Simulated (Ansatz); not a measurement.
Consider Zr in the hcp (Mg type) structure (space group P6_3/mmc, No. 194; a = 3.2443 Å, c = 5.1580 Å; relaxed with 0.1 eV smearing). Axes: x lies along a and z along c of the hexagonal cell.

Computed with Ansatz (a first-principles code), r2SCAN, PAW, cutoff 500 eV, spin-orbit coupling left out.

For the base:

```
Property                         Value
-----------------------------  -------
Shortest interatomic distance  3.187 Å
```

It is then changed as follows: tensor shear ε_xz = +0.29 % (engineering shear γ = 0.0058); the atoms relax in the strained cell.

Task: Predict the new stress.

Result: The stress (xx, yy, zz, yz, xz, xy; compression positive) comes out as (0.0, 0.0, 0.0, 0.0, -0.2, 0.0) GPa.

Task: Estimate the effect on the shortest interatomic distance.

Result: The shortest interatomic distance decreases by 0.0076 Å to 3.180 Å.

Task: Estimate the effect on the energy relative to the base.

Result: The energy stays essentially unchanged.

Stability against distortions was not tested. The final runs are not spin-polarised.
